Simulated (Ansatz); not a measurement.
Start from Pd in the fcc (Cu type) structure (space group Fm-3m, No. 225; relaxed with 0.1 eV smearing).

```yaml
crystal:
  lattice:
    - [0.00000, 1.92070, 1.92070]
    - [1.92070, 0.00000, 1.92070]
    - [1.92070, 1.92070, 0.00000]
  atoms:
    - { symbol: Pd, position: [0.00000, 0.00000, 0.00000] }
```

All numbers come from LDA, PAW, 420 eV (Ansatz, a first-principles code; scalar-relativistic without spin-orbit coupling).

Strains are applied to the cell and any free atomic positions relax.

One change was made to it. Results:

```csv
quantity,base,after
energy relative to the base (free energy F),0 meV/atom,+8.6 meV/atom
pressure,0.0 GPa,-6.2 GPa
```

**Question.** Which change produced these results?
A) isotropic strain −1.00 %
B) isotropic strain +3.00 %
C) isotropic strain +1.00 %

**Answer.** C, isotropic strain +1.00 %. For comparison, the pressure in the other runs: isotropic strain +3.00 % gives -15.7 GPa; isotropic strain −1.00 % gives 7.4 GPa.

Stability against distortions was not tested. All final runs are without spin polarisation. Pd lies near a magnetic instability that expansion can trigger; it was not tested.
